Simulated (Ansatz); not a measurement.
Data:

```xyz
1
Lattice="0.0000 2.1156 2.1156 2.1156 0.0000 2.1156 2.1156 2.1156 0.0000" Properties=species:S:1:pos:R:3 pbc="T T T"
Ag     0.0000     0.0000     0.0000
```

No spin polarisation.

Computed with plane-wave PAW DFT at the PBE level (Ansatz, a first-principles code, 420 eV), no SOC. k-mesh 27×27×27 (Γ-centred); smearing 0.1 eV (Fermi–Dirac).

Task: What pressure does the calculation give?

Result: -4.5 GPa.

Task: What is the computed band gap?

Result: Zero.

Task: Predict the space group.

Result: Fm-3m (No. 225).

The cells carry an imposed strain or load. Whether these cells are dynamically stable was not tested. The cell was made from Ag in the fcc (Cu type) structure (space group Fm-3m, No. 225) by this change: isotropic strain +2.00 %.
